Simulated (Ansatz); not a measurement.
The parent structure is HfC in the rock salt structure (space group Fm-3m, No. 225; a = 4.6071 Å; relaxed with 0.1 eV smearing). Axes: x, y, z lie along the cube axes.

The values are results of PBEsol/PAW in Ansatz (a program for electronic structure), scalar-relativistic without spin-orbit coupling, not measurements.

It is then changed as follows: the cell is compressed by 3.00 % along z with no lateral relaxation, atoms relaxed at fixed cell.

### Question
Predict the stress tensor and what it implies for the stiffness.

### Answer
Stress of the strained cell less that of the base (GPa, compression positive):
```
    3.3     0.0     0.0
    0.0     3.3     0.0
    0.0     0.0    18.9
```

Then −Δσ_ii/ε with ε = -0.0300 gives secant stiffness values (nonlinear terms included at this strain): C33 ≈ 631 GPa, C13 ≈ 109 GPa and C23 ≈ 109 GPa.

As a check, the harmonic strain energy −½ V₀ Δσ:ε is 22 meV/atom; the computed energy rise is 21 meV/atom.

Whether these cells are dynamically stable was not tested. All final runs are without spin polarisation.
